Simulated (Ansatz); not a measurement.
**Migration barriers: interstitial Mg in monoclinic HfO2, charge state +2**

Consider interstitial Mg in monoclinic HfO2, charge state +2. The numbers are results of PBE, PAW (plane waves to 420 eV; Ansatz, a quantum-chemistry and plane-wave program), not measurements.

Settings: 96 host sites, the relaxed PBE lattice, the Γ point alone, smearing 0.01 eV, spin-restricted, no image-charge correction. Static, classical nuclei. Spin-orbit coupling is left out. The charge state is imposed; whether it is stable for some Fermi level was not computed. Sites that were not tried may lie lower.

Barriers: single points on a 2×2×2 k-point mesh shifted by half a step at the bands' geometries.

| Route | Start site over the lowest site run (eV) | Hop (Å) | Forward barrier (eV) | Backward barrier (eV) | Neighbours at the start | Neighbours at the saddle | Saddle order | Forward, on the band's own sampling (eV) |
|---|---|---|---|---|---|---|---|---|
| a direct jump of one Mg atom (a rearrangement that moves the defect's centre by under 1 Å) | 0.00 | 0.82 | 0.07 | 0.07 | O at 1.91, O at 1.95, 2 O at 2.03, O at 2.12 Å | 2 O at 1.94, 2 O at 1.95 Å | first order | 0.07 |
| a concerted move, in which Mg travels most | 0.00 | 3.47 | 2.64 | 2.64 | O at 1.91, O at 1.95, 2 O at 2.03, O at 2.12 Å | O at 1.79, O at 1.81, O at 1.89, O at 1.92 Å | first order | 2.63 |

Paths come from climbing-image nudged elastic band runs. Of the routes that converged and passed our checks, the lowest saddle point lies 0.066 eV above the lowest of the sites run (a direct jump of one Mg atom (a rearrangement that moves the defect's centre by under 1 Å)); other sites, such as split forms, and other routes may lie lower.
